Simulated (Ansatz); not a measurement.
How a calculation on CuAsS (Pnma, 12 atoms in the cell) responds to its settings

```
CuAsS
1.0
   11.34700     0.00000     0.00000
    0.00000     3.75330     0.00000
    0.00000     0.00000     5.45300
Cu As S
4 4 4
Direct
  0.17454   0.25000   0.06264
  0.32546   0.75000   0.56264
  0.67454   0.25000   0.43736
  0.82546   0.75000   0.93736
  0.01373   0.25000   0.35177
  0.48627   0.75000   0.85177
  0.51373   0.25000   0.14823
  0.98627   0.75000   0.64823
  0.16576   0.75000   0.81960
  0.33424   0.25000   0.31960
  0.66576   0.75000   0.68040
  0.83424   0.25000   0.18040
```

Base run A: PBEsol, default PAW files made with PBE in Ansatz (a first-principles code), self-consistent single point.

Its settings: basis.ecutwfc = 420 eV; kpoints.mp_grid.grid = 2 5 4; kpoints.mp_grid.shift = 0.5 0.5 0.5; hamiltonian.xc = pbesol; hamiltonian.pseudopotentials = {kind: paw} (the program's default PAW files); scf.occupations.method = gaussian; scf.occupations.width = 0.1 eV.

The starting cell comes from a database of published, mostly measured structures (it also holds non-ambient and calculated ones), without a prior relaxation at this level. Ansatz's pressure includes its estimate of the finite-basis (Pulay) stress. The shifted mesh does not hold Γ, so a gap read on it misses any band edge there.

ΔF is the free energy per atom less that of run A. 

```csv
run,change,ΔF (meV/atom),pressure (GPa),largest force (eV/Å),gap on the mesh (eV),iterations
A,base,0.00,-1.43,0.649,0.720,9
B,scf.mixing.preconditioner: default (the program chose Resta) → none,0.00,-1.43,0.649,0.720,8
C,scf.mixing.preconditioner: default (the program chose Resta) → kerker,0.00,-1.43,0.649,0.720,10
D,scf.mixing.preconditioner: default (the program chose Resta) → kerker_dos,0.00,-1.43,0.649,0.720,8
E,scf.mixing.preconditioner: default (the program chose Resta) → resta; scf.mixing.eps_inf: default → 5,0.00,-1.43,0.649,0.720,9
F,scf.mixing.preconditioner: default (the program chose Resta) → ldos,0.00,-1.43,0.649,0.720,8
G,scf.mixing.preconditioner: default (the program chose Resta) → local_kerker,0.00,-1.43,0.649,0.720,9
H,scf.mixing.preconditioner: default (the program chose Resta) → kerker; scf.mixing.q_tf: default → 0.2,0.00,-1.43,0.649,0.720,8
I,scf.mixing.preconditioner: default (the program chose Resta) → kerker; scf.mixing.q_tf: default → 0.5,0.00,-1.43,0.649,0.720,8
J,scf.mixing.preconditioner: default (the program chose Resta) → kerker; scf.mixing.q_tf: default → 1.5,0.00,-1.43,0.649,0.720,8
```

Runs B, C, D, E, F, G, H, I, J ended on the same solution as A (within 1 meV/atom).

Keys are those of Ansatz 0.2.
